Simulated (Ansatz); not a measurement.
GaP (model structure, started from the NiAs type, P6₃/mmc, No. 194, 4 atoms in the cell)

Method: PBEsol (PAW; Ansatz, a quantum-chemistry and plane-wave program).

Run with plane-wave cutoff 500 eV, 12×12×8 k mesh (along the axes of the cell as run), Fermi–Dirac smearing 0.05 eV, scalar-relativistic PAW data made under PBE.

Cell (relaxed at this level):

Space group P6₃/mmc (No. 194); a = 3.565 Å, b = 3.565 Å, c = 6.048 Å, α = 90.00°, β = 90.00°, γ = 120.00°

```csv
atom,site,symmetry,x,y,z
Ga,2a,-3m.,0.0000,0.0000,0.0000
P,2c,-6m2,0.3333,0.6667,0.2500
```

```yaml
band_gap: zero (no gap)
```

Note: the relaxation could raise the start's symmetry but not lower it, so the cell can be a saddle point.

Spin–orbit coupling is not included.

Cost on a shared machine: around 2.4 core-minutes (rough).

A model structure was made by putting elements into a prototype or built by hand; it is no filed structure, need not be a known phase, and can be a saddle point held by its symmetry.
